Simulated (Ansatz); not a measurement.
The starting structures come from a database of crystals and need not be the phases stable at ambient conditions.

Inside the gap of an insulator the Bloch states are evanescent, with a wavenumber k + iκ along the transport direction.

Data:

```
AgI
1.0
    4.39191     0.00000     0.00000
    0.00000     4.39191     0.00000
    0.00000     0.00000     6.23935
Ag I
2 2
Direct
  0.00000   0.00000   0.00000
  0.50000   0.50000   0.00000
  0.00000   0.50000   0.69984
  0.50000   0.00000   0.30016
```

Space group of this cell: P4/nmm. The cell was relaxed by PBE-D3(BJ); by PBEsol its mean pressure is -1.0 GPa.

Transport runs along the normal of the first two printed cell vectors, the (001) plane of the conventional cell.

The gap is the functional's own. No spin-orbit coupling. Mid-gap values are interpolated on the energy grid.

**Question.** Estimate the band gap and the smallest decay constant κ at mid-gap that Ansatz (a quantum-chemistry and plane-wave program) with PBEsol returns for this system.

**Answer.** Gap 1.12 eV on a 8×8×6 mesh; κ = 0.167 1/Å, at the zone centre.
